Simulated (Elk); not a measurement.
A self-consistent single point of InPd3 (Pm-3m, 4 atoms in the cell) with Elk.

Method: PBEsol, all-electron FP-LAPW, Elk's shipped species files, default APW+lo basis in Elk.

```
CELL_PARAMETERS angstrom
      4.00490     0.00000     0.00000
      0.00000     4.00490     0.00000
      0.00000     0.00000     4.00490
ATOMIC_POSITIONS crystal
  In 0.00000 0.00000 0.00000
  Pd 0.50000 0.50000 0.00000
  Pd 0.00000 0.50000 0.50000
  Pd 0.50000 0.00000 0.50000
```

Reference input (self-consistent single point, DFT, PBEsol, all-electron FP-LAPW, Elk's shipped species files, default APW+lo basis): xctype = 22; stype = 1; swidth = 0.00734986 Ha; ngridk = 5 5 5; rmtscf = 0.97; maxscl = 100. This run's input differs from it in these lines:

```diff
@@ -5,2 +5,5 @@
   22
+
+isgkmax
+  -2
```

Output, abridged:

```
│ Self-consistent loop started │
│ Loop number : 1 │
 total energy                :     -20983.6683097
│ Loop number : 2 │
 total energy                :     -20985.5374158
RMS change in Kohn-Sham potential (target) :   0.3635702768     (  0.1000000000E-05)
Absolute change in total energy (target)   :    1.869106099     (  0.1000000000E-03)
│ Loop number : 3 │
 total energy                :     -21000.5137555
RMS change in Kohn-Sham potential (target) :   0.2335301931     (  0.1000000000E-05)
Absolute change in total energy (target)   :    15.44361620     (  0.1000000000E-03)
│ Loop number : 4 │
   [... lines left out ...]
Absolute change in total energy (target)   :   0.2101476526E-02 (  0.1000000000E-03)
│ Loop number : 14 │
 total energy                :     -21014.7519604
RMS change in Kohn-Sham potential (target) :   0.1245447274E-05 (  0.1000000000E-05)
Absolute change in total energy (target)   :   0.3392309009E-03 (  0.1000000000E-03)
│ Loop number : 15 │
 total energy                :     -21014.7519731
RMS change in Kohn-Sham potential (target) :   0.7662053757E-06 (  0.1000000000E-05)
Absolute change in total energy (target)   :   0.9750542449E-04 (  0.1000000000E-03)
Convergence targets achieved

│ Loop number : 16 │

Energies :
 Fermi                       :     0.311406043892
 total energy                :     -21014.7519812

Density of states at Fermi energy :    78.91118956
 (states/Hartree/unit cell)

Estimated indirect band gap :   0.1614746405E-02
 from k-point      7 to k-point      9
Estimated direct band gap   :   0.1544346458E-01
 at k-point      1

Charges :
 core                        :    114.0000000
 valence                     :    73.00000000
 interstitial                :    4.881029612
 muffin-tins (core leakage)
  species :    1 (In)
   atom    1                 :    47.27828783     (  0.2045851250E-03)
  species :    2 (Pd)
   atom    1                 :    44.94689418     (  0.8126271211E-08)
   atom    2                 :    44.94689418     (  0.8126271211E-08)
   atom    3                 :    44.94689418     (  0.8126271211E-08)
 total in muffin-tins        :    182.1189704
 total calculated charge     :    187.0226423
 total charge                :    187.0000000
 error                       :   0.2264232413E-01

│ Self-consistent loop stopped │
```

The run converged in 16 iterations. The count includes the last loop, which Elk runs after its targets are met. Against the reference run the total energy falls by 303 meV/atom.

The starting cell comes from a database of computed structures (which also holds hypothetical and non-ambient phases and stackings), without a prior relaxation at this level. Spin polarisation is off. Values depend on the basis (sphere radii, cutoffs, local orbitals), which need not be converged. The log's line on a gap gives a spacing of levels on this mesh, which the program prints for metals too.
